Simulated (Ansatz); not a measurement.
Consider this model of amorphous Zr20O41Ba.

```xyz
62
Lattice="9.6221 0.0871 -0.0595 0.0871 9.3875 -0.2082 -0.0595 -0.2082 9.0318" Properties=species:S:1:pos:R:3 pbc="T T T"
Zr     8.9179     0.6025     6.8557
Zr     8.0290     7.0346     7.9180
Zr     2.4696     3.2521     2.6194
Zr     4.3412     3.3044     8.3395
Zr     7.0574     9.1242     3.6826
Zr     7.7573     2.2278     0.4729
Zr     1.0102     6.6930     1.4494
Zr     7.6487     3.8201     6.7256
Zr     5.2357     6.2657     6.1507
Zr     4.0101     8.0821     3.6918
Zr     8.5497     2.6761     3.7148
Zr     4.0534     7.1661     0.2386
Zr     1.2678     3.9977     6.2134
Zr     1.0011     0.0011     3.4468
Zr     2.2280     7.6040     6.5639
Zr     4.7720     1.0245     1.8892
Zr     9.1104     6.4695     4.8302
Zr     1.8067     0.6065     0.2743
Zr     4.7573     2.6320     4.9995
Zr     5.6364     0.1014     7.5365
O      0.8574     2.0840     3.0963
O      2.7909     3.3412     4.7256
O      6.8135     3.0184     4.7908
O      5.4588     8.3601     2.0949
O      1.5292     5.9730     5.5532
O      3.0569     7.1591     2.0600
O      3.0356     2.2892     0.7990
O      4.0840     9.2546    -0.2017
O      7.0603     3.8991     8.6399
O      8.7452     6.6354     0.6149
O      4.5312     1.6281     6.7675
O      5.6548     1.8612     0.1910
O      2.9089     0.4499     2.6048
O      1.9287     7.3803     8.7482
O      3.5639     6.2165     7.3467
O      1.5933     4.8193     1.9004
O      7.2900     5.9555     6.1532
O      7.3159     1.8114     7.3086
O      5.2143     4.1590     6.5230
O      4.3446     8.1879     5.9777
O      0.6542     8.9852     1.3477
O      4.5509     5.1395     0.4830
O      5.9243     7.2160     8.0613
O      7.7597     9.0652     8.2576
O      4.5811     2.8958     2.8700
O      1.4405     0.1297     7.3346
O      9.1449     4.5471     4.3817
O      6.9829     9.0547     5.7471
O      4.8160     6.2824     4.1935
O      9.5674     1.5476     8.8156
O      2.5249     3.5414     7.6106
O      9.4018     7.8061     6.4747
O      2.2501     8.5514     4.6534
O      7.1799     1.1914     2.3740
O      8.2422     3.5090     1.9539
O      8.8652     0.5573     4.4627
O      9.4295     2.5648     6.0033
O      7.5762     7.2361     3.6890
O      0.4614     7.2855     3.2896
O      5.0510     0.6242     4.1497
O      9.3236     4.9917     7.1826
Ba     6.6066     5.4464     2.0804
```

All values below come from PBE, scalar-relativistic without spin-orbit coupling (plane waves to 420 eV, PAW; Ansatz, an electronic-structure program).

It comes from a melt-quench run on a machine-learned potential (CHGNet), relaxed afterwards by DFT. O atoms were pushed apart under 1.9 Å during the dynamics, to hinder bonds among them. The hot cell started wider than the set density and was brought back towards it in steps. It is the lowest in DFT energy of 2 quenches. It is a model cell: composition and starting density were chosen by hand, and all elements were melted together. No dispersion term was used. Its density started from a set value of 5.35 and ended at 5.33 g/cm³. The quench (nominally 450 K/ps over its main leg) was far faster than any real one, so the model tends to hold more defects than a real film. One small periodic cell is one sample of the glass; other quenches scatter about these values. Volume and shape were free in the relaxation.

Neighbours within Zr-Zr 3.41 Å, Zr-O 2.96 Å, Zr-Ba 4.07 Å, O-O 1.58 Å, O-Ba 3.37 Å, Ba-Ba 4.73 Å count as bonded. Two cations that share two anions don't count as bonded, nor two that share one unless they lie closer than Zr-Zr 3.32 Å, Zr-Ba 3.96 Å, Ba-Ba 4.60 Å.

Task: Give the coordination numbers, mean bond lengths and angles.

Result: 
```
Property                                                                                                      Result
---------------------------------  ---------------------------------------------------------------------------------
Mean coordination of Zr by anions  6.80 (8 with 6, 8 with 7, 4 with 8); 3 close contacts or bonds to cations besides
Mean coordination of O                                               3.51 (2 with 2, 18 with 3, 19 with 4, 2 with 5)
Mean coordination of Ba by anions                      8.00 (1 with 8); 3 close contacts or bonds to cations besides
Mean Zr-O bond                                                                 2.201 Å (spread 0.182 Å, 136 counted)
Mean O-Ba bond                                                                   2.855 Å (spread 0.261 Å, 8 counted)
Mean Zr-Ba close contact                                                         3.856 Å (spread 0.080 Å, 3 counted)
Bond angle at Zr                                                                           mean 101.0°, spread 30.1°
Bond angle at O                                                                            mean 110.5°, spread 19.6°
Bond angle at Ba                                                                            mean 96.4°, spread 33.8°
```

Task: List the pairs of like atoms that count as bonded by the rules above.

Result: There are none by these rules.
